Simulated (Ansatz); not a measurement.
The parent structure is VS in the zinc blende structure (space group F-43m, No. 216; a = 5.3610 Å; ferromagnetic; a hypothetical phase, not in the database extracts checked; relaxed with 0.1 eV smearing). Axes: x, y, z lie along the cube axes.

Method: plane-wave PAW DFT at the PBE level (Ansatz, a first-principles code, 420 eV), no spin-orbit coupling.

Strains are applied to the cell and any free atomic positions relax; under biaxial strain the out-of-plane vector relaxes too.

One change was made to it. Results:

| quantity | base | after |
|---|---|---|
| largest site moment | 1.74 μB | 1.83 μB |
| energy relative to the base (free energy F) | 0 meV/atom | +8.1 meV/atom |
| pressure | 0.0 GPa | -3.1 GPa |
| magnetic state | ferromagnetic | ferromagnetic |

Which of these changes matches the shifts?
A. isotropic strain +1.39 %
B. strain tensor (xx, yy, zz, yz, xz, xy) = (+1.75, −0.59, −2.10, −0.63, +1.21, −0.88) %
C. biaxial strain +0.71 %, plane normal [111], relaxed out of plane

A, isotropic strain +1.39 %. For comparison, the energy relative to the base in the other runs: strain tensor (xx, yy, zz, yz, xz, xy) = (+1.75, −0.59, −2.10, −0.63, +1.21, −0.88) % gives +3.5 meV/atom; biaxial strain +0.71 %, plane normal [111], relaxed out of plane gives +0.7 meV/atom.

Other magnetic orders, which the real material may have, were not ruled out. No phonon test of stability was made.
